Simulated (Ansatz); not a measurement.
Consider BAs in the zinc blende structure (space group F-43m, No. 216; a = 4.8093 Å).

Level of theory: PBE/PAW in Ansatz (an electronic-structure program), without spin-orbit coupling.

Before the change:

Band gap: 1.21 eV
Smallest direct gap: 3.26 eV
Pressure: 0.00 GPa

Perturbation: an isotropic linear strain of −2.50 %; the atoms relax in the strained cell.

What happens to the band gap?

The band gap shrinks by 0.08 eV to 1.13 eV.

Estimate the effect on the smallest direct gap.

The smallest direct gap increases by 0.098 eV, from 3.26 eV to 3.35 eV.

What happens to the energy relative to the base?

The energy goes up by 35 meV/atom.

What happens to the pressure?

The pressure goes from zero to 11.67 GPa.

Gaps are read on the SCF mesh and a high-symmetry path. Whether these cells are dynamically stable was not tested.
